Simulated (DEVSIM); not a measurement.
System: abrupt Si n-p junction, at 400 K.

```
layer (left to right)  material  thickness (μm)  Nd (cm⁻³)  Na (cm⁻³)  τn (s)  τp (s)
---------------------  --------  --------------  ---------  ---------  ------  ------
1                            Si            82.0     1.7e19          -  9.8e-7  9.8e-7
2                            Si             150          -     3.7e16  9.8e-7  9.8e-7
```

Left contact: ohmic. Right contact: ohmic. Voltage is applied to the left contact. Recombination: SRH at mid-gap, Auger. Mobility is constant in doping.

This is a model device: material constants are rounded textbook-type values typed into the input, and sizes, dopings and lifetimes were drawn at random. Values at 300 K; Nc and Nv go as T^1.5, mobilities as T to minus their exponent, the gap by Varshni's rule with the affinity fixed.

| parameter | Si |
|---|---|
| gap (eV) | 1.124 |
| affinity (eV) | 4.05 |
| permittivity | 11.7 |
| Nc (cm⁻³) | 2.86e19 |
| Nv (cm⁻³) | 3.1e19 |
| μn (cm²/Vs) | 1417 |
| μp (cm²/Vs) | 470 |
| T exponent of μn | 2.3 |
| T exponent of μp | 2.2 |
| Cn (cm⁶/s) | 2.8e-31 |
| Cp (cm⁶/s) | 9.9e-32 |
| Varshni α (eV/K) | 0.000473 |
| Varshni β (K) | 636 |

Model (solved in DEVSIM): 1D drift-diffusion, Boltzmann statistics, complete ionisation; no tunnelling, impact ionisation, image-force lowering or self-heating.

Tabulate band edges, carrier densities and field at zero bias.

Energies count from the Fermi level of the right contact; mesh points crowd at the junctions.

| x (μm) | Ec (eV) | Ev (eV) | n (cm⁻³) | p (cm⁻³) | field (V/cm) |
|---|---|---|---|---|---|
| 0.000 | 0.033 | -1.064 | 1.7e19 | 1900000 | ≈ 0 |
| 0.06828 | 0.033 | -1.064 | 1.7e19 | 1900000 | ≈ 0 |
| 0.3307 | 0.033 | -1.064 | 1.7e19 | 1900000 | ≈ 0 |
| 1.339 | 0.033 | -1.064 | 1.7e19 | 1900000 | ≈ 0 |
| 8.525 | 0.033 | -1.064 | 1.7e19 | 1900000 | ≈ 0 |
| 32.83 | 0.033 | -1.064 | 1.7e19 | 1900000 | ≈ 0 |
| 68.39 | 0.033 | -1.064 | 1.7e19 | 1900000 | ≈ 0 |
| 79.76 | 0.033 | -1.064 | 1.7e19 | 1900000 | ≈ 0 |
| 81.44 | 0.033 | -1.064 | 1.7e19 | 1900000 | ≈ 0 |
| 81.87 | 0.033 | -1.064 | 1.7e19 | 1900000 | ≈ 0 |
| 81.98 | 0.033 | -1.064 | 1.7e19 | 1900000 | ≈ 0 |
| 82.06 | 0.577 | -0.519 | 2.4e12 | 1.4e13 | 52000 |
| 82.32 | 0.850 | -0.247 | 8.7e8 | 3.7e16 | 14 |
| 83.29 | 0.850 | -0.247 | 8.7e8 | 3.7e16 | ≈ 0 |
| 89.86 | 0.850 | -0.247 | 8.7e8 | 3.7e16 | ≈ 0 |
| 112.3 | 0.850 | -0.247 | 8.7e8 | 3.7e16 | ≈ 0 |
| 182.1 | 0.850 | -0.247 | 8.7e8 | 3.7e16 | ≈ 0 |
| 219.1 | 0.850 | -0.247 | 8.7e8 | 3.7e16 | ≈ 0 |
| 230.0 | 0.850 | -0.247 | 8.7e8 | 3.7e16 | ≈ 0 |
| 231.5 | 0.850 | -0.247 | 8.7e8 | 3.7e16 | ≈ 0 |
| 231.9 | 0.850 | -0.247 | 8.7e8 | 3.7e16 | ≈ 0 |
| 232.0 | 0.850 | -0.247 | 8.7e8 | 3.7e16 | ≈ 0 |
